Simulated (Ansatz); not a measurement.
Seebeck coefficient (μV/K, mean over directions) of p-type Si (Fd-3m) against carrier density, PBE with spin-orbit coupling, rigid bands run with Ansatz (a quantum-chemistry and plane-wave program). Computed gap 0.56 eV; densities at which minority carriers matter at this gap, or further valleys turn the trend, are left out. Conductivity mass 0.36 mₑ (harmonic mean over directions), N_v = 2.2e19 cm⁻³ at 300 K.

| hole density | 300 K | 500 K |
|---|---|---|
| 1e18 cm⁻³ | 512 | ___ |
| 3e18 cm⁻³ | 418 | 489 |
| 1e19 cm⁻³ | 317 | 386 |
| 3e19 cm⁻³ | 229 | 294 |
| 1e20 cm⁻³ | 142 | 198 |
| 3e20 cm⁻³ | ___ | 120 |
| 1e21 cm⁻³ | ___ | 60 |

Question: What belongs in the gaps?

Answer: 
- 1e18 cm⁻³, 500 K: 583
- 3e20 cm⁻³, 300 K: 78
- 1e21 cm⁻³, 300 K: 36

Rigid bands with a gap fixed in temperature, one relaxation time for all states, no polarons or phonon drag, and whether or not such doping can be reached. Geometry: cell and atoms relaxed with PBEsol.
